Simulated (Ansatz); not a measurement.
An Ansatz (a first-principles code) input (Ansatz, r2SCAN, PAW, cutoff 500 eV, without spin-orbit coupling):

Ansatz 0.2 input:
```yaml
crystal:
  lattice:
    - [3.8460553658, 0, 0]
    - [1.9230276829, 3.3307816512, 0]
    - [0, 0, 29.1313097532]
  atoms:
    - { symbol: F, position: [0.6666666667, 0.1666666667, 0.2574549536] }
    - { symbol: Ca, position: [0.3333333333, -0.1666666667, 0.2844044032] }
    - { symbol: F, position: [1, 0.5, 0.3113538528] }
    - { symbol: F, position: [1.3333333333, -0.1666666667, 0.365252752] }
    - { symbol: Ca, position: [1, -0.5, 0.3922022016] }
    - { symbol: F, position: [1.6666666667, 0.1666666667, 0.4191516512] }
    - { symbol: F, position: [2, -0.5, 0.4730505504] }
    - { symbol: Ca, position: [1.6666666667, -0.8333333333, 0.5] }
    - { symbol: F, position: [2.3333333333, -0.1666666667, 0.5269494496] }
    - { symbol: F, position: [2.6666666667, -0.8333333333, 0.5808483488] }
    - { symbol: Ca, position: [2.3333333333, -1.1666666667, 0.6077977984] }
    - { symbol: F, position: [3, -0.5, 0.634747248] }
    - { symbol: F, position: [3.3333333333, -1.1666666667, 0.6886461472] }
    - { symbol: Ca, position: [3, -1.5, 0.7155955968] }
    - { symbol: F, position: [3.6666666667, -0.8333333333, 0.7425450464] }
basis: { ecutwfc: 500, ecutrho_ratio: 4, xc_grid: 4, fft_grid_basis: typed }
kpoints: { mp_grid: { grid: [10, 10, 1] } }
hamiltonian:
  xc: r2scan
  dispersion: none
  pseudopotentials: { kind: paw }
scf: { occupations: { method: fermi_dirac, width: 0.05 }, convergence: { dr2_threshold: 0.0000000015 } }
relax: { f_tol: 0.01, max_steps: 50 }
output: { forces: true, stress: true }
checkpoint: { write: state.ck, write_every: 1000 }
```

Problem. Which symmetry and how many k-points will the program report, and about how many plane waves at Γ?

Solution. Space group P-3m1 (ITA 164) with 12 operations, k-points 14 of 100, and 9317 plane waves at Γ.

Stability against distortions was not tested. The cell was made from CaF2 in the fluorite structure (space group Fm-3m, No. 225) by this change: a free-standing slab of 5 layers (15 atoms, 3 a layer) is cut normal to [111], with 15 Å of vacuum and the in-plane cell held at bulk.
